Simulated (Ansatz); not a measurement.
We consider Ti3Al (P6₃/mmc, No. 194), described by PBE-D3(BJ) in Ansatz (PAW).

Settings: plane-wave cutoff 520 eV, 12×12×12 k mesh, Fermi–Dirac smearing 0.05 eV, no spin polarisation, scalar-relativistic PAW data made under PBE.

Computed at the level's own relaxed cell.

### Question
What does this level give for the lattice parameter a and c axis length?

### Answer

- lattice parameter a: 5.660 Å
- c axis length: 4.587 Å

Computed values are for the static lattice.

It cost about 11 core-minutes (a rough figure) of CPU time.

Ansatz is a program for electronic structure.
